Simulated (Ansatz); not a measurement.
Base system: MgH₂ in the CdCl2 type structure (space group R-3m, No. 166; a = 3.009 Å, c = 12.594 Å (hexagonal axes); a hypothetical phase, not in the database extracts checked). Axes: x lies along a and z along c of the hexagonal cell.

Level of theory: r2SCAN+rVV10 (Ansatz, a first-principles code, PAW, without spin-orbit coupling).

The change: every lattice vector is stretched by 1.70 %, atoms relaxed at fixed cell.

Q: Predict the stress tensor and what it implies for the stiffness.

A: Stress of the strained cell less that of the base (GPa, compression positive):
```
  -2.40    0.00    0.00
   0.00   -2.40    0.00
   0.00    0.00   -0.34
```

Then B = −ΔP/(ΔV/V₀) with ΔV/V₀ = 0.0519 gives secant stiffness values (nonlinear terms included at this strain): B (at held cell shape, above the free-shape value) ≈ 33 GPa.

Whether these cells are dynamically stable was not tested.
